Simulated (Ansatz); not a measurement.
Reference: TiAl₃ (Pm-3m), PBEsol, DFPT electron-phonon coupling, linearised Boltzmann equation (plane waves, PAW, scalar-relativistic; Ansatz, a quantum-chemistry and plane-wave program); geometry: relaxed with this functional, without spin-orbit coupling.

Space group Pm-3m (No. 221); a = b = c = 3.9485 Å, α = β = γ = 90.00°

```
atom  site  symmetry       x       y       z
----  ----  --------  ------  ------  ------
Ti      1a      m-3m  0.0000  0.0000  0.0000
Al      3c    4/mm.m  0.0000  0.5000  0.5000
```

| Quantity | Value |
|---|---|
| resistivity at 300 K | 11.4 μΩ·cm |
| mean free path at 300 K | 9.0 nm |

**Question.** Swap Ti for Zr, keeping the structure type. How do these values move?

**Answer.** ZrAl₃ (Pm-3m): volume per atom 15.4 to 16.9 Å³; resistivity at 300 K falls (11.4 μΩ·cm to 9.5 μΩ·cm); mean free path at 300 K rises (9.0 nm to 10.7 nm).

**Question.** Swap Al for Zn, keeping the structure type. How do these values move?

**Answer.** TiZn₃ (Pm-3m): volume per atom 15.4 to 14.3 Å³; resistivity at 300 K rises (11.4 μΩ·cm to 22 μΩ·cm); mean free path at 300 K falls (9.0 nm to 5.2 nm).

**Question.** Swap Ti for Y, keeping the structure type. How do these values move?

**Answer.** YAl3 (Pm-3m): volume per atom 15.4 to 18.8 Å³; resistivity at 300 K falls (11.4 μΩ·cm to 8.3 μΩ·cm); mean free path at 300 K rises (9.0 nm to 18.0 nm).

Moves up to 16 % count as about the same. Metals; harmonic phonons alone scatter; means over directions. The mean free path is weighted by the current that each state carries. Halving the electron mesh moves these values by up to 11 %; q meshes are mostly untested. Some of the runs warned that the eigensolver left states short of its tolerance. Spin-orbit coupling is left out.

Formula and space group known from diffraction (Crystallography Open Database), not checked to be the room-temperature form: TiZn3 (Pm-3m). Computed structure with no diffraction record at hand here (it may be known, metastable or hypothetical): TiAl3 (Pm-3m), YAl3 (Pm-3m), ZrAl3 (Pm-3m).
